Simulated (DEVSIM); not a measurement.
Device: abrupt Ge n-p junction, at 250 K.

Layer 1 from the left is Ge, thickness (μm) 64.0, Nd (cm⁻³) 2.9e15, τn (s) 3e-6, τp (s) 3e-6. Layer 2 from the left is Ge, thickness (μm) 19.0, Na (cm⁻³) 1e15, τn (s) 3e-6, τp (s) 3e-6.

Left contact: ohmic. Right contact: ohmic. Voltage is applied to the left contact. Recombination: SRH at mid-gap. Mobility is μmin + (μ − μmin)/(1 + (N/Nref)^α).

The device is made up for the run: typed textbook-type constants, with dimensions and the other settings drawn at random. Values at 300 K; Nc and Nv go as T^1.5, mobilities as T to minus their exponent, the gap by Varshni's rule with the affinity fixed.

Ge: gap (eV) 0.664, affinity (eV) 4, permittivity 16, Nc (cm⁻³) 1.04e19, Nv (cm⁻³) 6e18, μn (cm²/Vs) 3900, μp (cm²/Vs) 1900, μn,min 150, μp,min 100, Nref,n 2.6e17, Nref,p 4e17, αn 0.56, αp 0.6, T exponent of μn 1.66, T exponent of μp 2.33, Varshni α (eV/K) 0.000477, Varshni β (K) 235.

Simulated with DEVSIM: 1D drift-diffusion, Boltzmann statistics, complete ionisation; no tunnelling, impact ionisation, image-force lowering or self-heating.

Dark forward current:

| |V| (V) | |J| (A/cm²) |
|---|---|
| 0.05 | 5.817e-5 |
| 0.10 | 0.0006436 |
| 0.15 | 0.006561 |
| 0.20 | 0.06581 |
| 0.25 | 0.6067 |
| 0.30 | 3.727 |
| 0.35 | 12.19 |
| 0.40 | 26.83 |
| 0.45 | 48.00 |
| 0.50 | 75.92 |
| 0.55 | 110.7 |
| 0.60 | 152.2 |
| 0.65 | 200.6 |
| 0.70 | 255.7 |
| 0.75 | 317.6 |
| 0.80 | 386.2 |
| 0.85 | 461.4 |
| 0.90 | 543.2 |
| 0.95 | 631.5 |
| 1.00 | 726.3 |
| 1.05 | 827.4 |
| 1.10 | 934.8 |
| 1.15 | 1048 |

Task: Work out the local ideality factor n = ΔV / (kT/q · ln(J2/J1)) between the rows 0.10 and 0.15 V, 1.10 and 1.15 V.

Result: kT/q = 21.54 mV. From 0.10 to 0.15 V: ln(0.006561/0.0006436) = 2.322, n = 1.00, near the 1 of diffusion or emission over a barrier. From 1.10 to 1.15 V: ln(1048/934.8) = 0.114, n = 20.31.

Task: Estimate the current at 0.15 V from the Shockley equation with J0 = Σ q ni² D/(N L) coth(W/L), τ joining the SRH, radiative and Auger lifetimes that are on, and W taken as the whole layer.

Result: ni² = 6.19e23 cm⁻⁶; holes in the n layer: μ = 2770 cm²/Vs, D = 59.7 cm²/s, τ = 3.00e-6 s, L = 134 μm, W/L = 0.48, term 3.42e-7 A/cm²; electrons in the p layer: μ = 5060 cm²/Vs, D = 109 cm²/s, τ = 3.00e-6 s, L = 181 μm, W/L = 0.11, term 5.71e-6 A/cm². J0 = 6.05e-6 A/cm², and J = J0 exp(qV/kT) = 0.00640 A/cm². The simulation gives 0.00656 A/cm²; the estimate lies 2.4 % below. The estimate leaves out recombination in the depletion region and that region's share of W.
